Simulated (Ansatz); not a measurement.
**Ga₂O₃ (space group C2/m, No. 12)**

```cif
data_Ga4O6
_chemical_formula_sum 'Ga4 O6'
_space_group_name_H-M_alt 'P 1'
_space_group_IT_number 1
_cell_length_a 6.32521
_cell_length_b 6.32521
_cell_length_c 5.81043
_cell_angle_alpha 103.310
_cell_angle_beta 103.310
_cell_angle_gamma 27.878
loop_
_space_group_symop_operation_xyz
  'x, y, z'
loop_
_atom_site_label
_atom_site_type_symbol
_atom_site_fract_x
_atom_site_fract_y
_atom_site_fract_z
_atom_site_occupancy
Ga1 Ga 0.09047 0.09047 0.79526 1
Ga2 Ga 0.90953 0.90953 0.20474 1
Ga3 Ga 0.65877 0.65877 0.31445 1
Ga4 Ga 0.34123 0.34123 0.68555 1
O1 O 0.16525 0.16525 0.10951 1
O2 O 0.83475 0.83475 0.89049 1
O3 O 0.17324 0.17324 0.56278 1
O4 O 0.82676 0.82676 0.43722 1
O5 O 0.49628 0.49628 0.25598 1
O6 O 0.50372 0.50372 0.74402 1
```

Calculations: PBEsol in Ansatz (plane waves to 420 eV, PAW, scalar-relativistic without spin-orbit coupling). k-mesh 11×11×6 (Γ-centred); smearing 0.05 eV (Fermi–Dirac).

The volume per atom is 10.56 Å³, the density is 5.90 g/cm³ and the band gap is 2.22 eV, indirect, k = (0.455, -0.455, -1/2) in the run's primitive reciprocal basis → Γ. The lowest conduction-band minima above the VBM is Γ 2.22 eV. The total energy comes out as -1834.183 eV/atom (σ→0; compares only within this code and set-up).

Whether these cells are dynamically stable was not tested.

Ansatz is a first-principles code.
